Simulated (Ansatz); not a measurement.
# hypothetical rock salt PdGe with two functionals, x(Os) = 0.5, 4 atoms, R-3m

Base system: PdGe in the rock salt structure (space group Fm-3m, No. 225; a = 5.215 Å; a hypothetical phase, not in the database extracts checked).

(Cell as relaxed with PBE.)

Levels (all Ansatz, a program for electronic structure, PAW, earlier PAW set): PBE (420 eV, no spin-orbit coupling); r2SCAN (500 eV, without spin-orbit coupling).

Each level relaxes its own structure.

| base | PBE | r2SCAN |
|---|---|---|
| volume per atom | 17.73 Å³ | 17.25 Å³ |
| lattice parameter a | 5.215 Å | 5.168 Å |
| band gap | zero | zero |

One thing is altered: a fraction x = 0.5 of the Pd sites is given to Os, ordered in a cell of 4 atoms (starting symmetry R-3m) and fully relaxed.

| quantity | PBE | r2SCAN |
|---|---|---|
| band gap | zero | zero |
| mixing energy (to 0.01 eV only: unlike meshes or grids) (against an end that may be hypothetical) | -0.39 eV/atom | -0.39 eV/atom |
| shortest interatomic distance | 2.584 Å | 2.556 Å |
| deviation of the volume from the linear (Vegard-type) interpolation | -8.9 % | -8.7 % |

PBE's shortest interatomic distance lies 0.028 Å above r2SCAN's (1.1 %); PBE's deviation of the volume from the linear lies 0.25 % below r2SCAN's; the two agree on the band gap and mixing energy. Neither level is exact; r2SCAN is the comparison here, not a measurement.

These are small ordered cells, not random alloys; other orderings at the same x differ. Spin-orbit coupling, missing from the scalar runs, can matter with Os. No phonon test of stability was made. The final runs are not spin-polarised. OsGe has a high density of states at the Fermi level and may be magnetic at this level. Under x(Os) = 0.5, 4 atoms, R-3m and x(Os) = 0.5, 4 atoms, R-3m the cell changed shape so far that it is another structure. The zero or small gap of OsGe can change with the level of theory.
